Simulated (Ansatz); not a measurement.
The starting structures come from a database of crystals and need not be the phases stable at ambient conditions.

Given:

```xyz
16
Lattice="5.9269 0.0000 0.0000 0.0000 6.2392 0.0000 1.3158 0.0000 5.7464" Properties=species:S:1:pos:R:3 pbc="T T T"
Li     4.3119     3.9860     1.8792
Li     2.9308     2.2532     3.8672
Li     2.2729     0.8664     0.9940
Li     4.9698     5.3729     4.7524
La     1.4410     3.5466     1.1161
La     5.8017     2.6926     4.6304
La     5.1438     0.4270     1.7571
La     2.0989     5.8122     3.9893
O      5.4285     4.7457     0.0768
O      1.8142     1.4935     5.6696
O      1.1563     1.6261     2.7964
O      6.0864     4.6131     2.9500
O      3.5795     3.9443     4.5493
O      3.6632     2.2949     1.1971
O      4.3211     0.8247     4.0703
O      2.9216     5.4145     1.6761
```

Space group of this cell: P2_1/c. The cell is taken as given; by r2SCAN its mean pressure is -2.0 GPa.

Transport runs along the normal of the first two printed cell vectors.

No gap correction and no spin-orbit coupling; mid-gap values are interpolated between computed energies.

### Question
Estimate the band gap and the smallest decay constant κ at mid-gap that r2SCAN in Ansatz (an electronic-structure program) returns for this system.

### Answer
Gap 4.20 eV on a 6×6×6 mesh; κ = 0.400 1/Å, at the zone centre.
